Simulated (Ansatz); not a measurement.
Partial pair distribution functions of a relaxed model of amorphous Si$_{30}$N$_{41}$Lu, broadened by 0.06 Å; density 3.24 g/cm³. These are PBE, scalar-relativistic without spin-orbit coupling (plane waves to 420 eV, PAW; Ansatz, a program for electronic structure) values and carry that method's errors.

A CHGNet melt-quench gave the starting glass, which DFT then relaxed. N atoms were pushed apart under 1.9 Å during the dynamics, to hinder bonds among them. The hot cell started wider than the set density and was brought back towards it in steps. It is the lowest in DFT energy of 2 quenches. It is a model cell: composition and starting density were chosen by hand, and all elements were melted together. No dispersion term was used. Its density started from a set value of 3.24 and ended at 3.24 g/cm³. The simulated quench (nominally 450 K/ps over its main leg) is rapid and tends to freeze in more defects than a deposited or slowly cooled glass has. Values belong to this one cell and scatter from quench to quench. The volume was held where the preparation left it and the shape relaxed, at a PBE pressure of 1.3 GPa. Stress components on the final sampling reach 3.6 GPa. On a 2×2×2 Γ-centred mesh force components of up to 0.15 eV/Å stay, since the relaxation ran on the zone centre alone. Cycles of charging lowered its energy after that relaxation.

```csv
r (Å),g Si-N,g N-Lu,g Si-Si,g N-N
1.45,0.00,0.00,0.00,0.00
1.55,0.39,0.00,0.00,0.00
1.65,4.96,0.00,0.00,0.00
1.75,10.11,0.00,0.00,0.00
1.85,4.07,0.00,0.00,0.00
1.95,0.71,0.00,0.00,0.00
2.05,0.36,0.13,0.00,0.00
2.15,0.08,1.97,0.00,0.00
2.25,0.00,4.36,0.02,0.01
2.35,0.03,5.22,0.40,0.22
2.45,0.06,2.71,1.02,0.68
2.55,0.03,1.33,0.92,0.79
2.65,0.09,1.28,0.31,1.80
2.75,0.04,0.69,0.92,3.14
2.85,0.11,1.22,2.09,3.82
2.95,0.24,0.16,2.93,3.39
3.05,0.45,0.00,2.90,1.73
3.15,0.68,0.07,2.38,1.06
3.25,0.85,0.81,1.82,0.84
3.35,1.09,1.17,1.02,0.54
3.45,1.01,1.76,0.61,0.58
3.55,1.22,1.77,0.45,0.57
3.65,1.40,1.49,0.21,0.62
3.75,1.40,0.64,0.19,0.36
3.85,1.34,0.13,0.30,0.31
3.95,1.40,1.22,0.34,0.32
4.05,1.55,2.20,0.55,0.51
4.15,1.47,0.53,0.86,0.57
4.25,1.40,0.59,0.97,0.74
4.35,1.51,0.21,1.08,0.86
4.45,1.63,0.70,0.99,0.79
4.55,1.23,0.99,1.01,1.06
```

Within 2.20 Å each Si has 4.03 N neighbours on average.
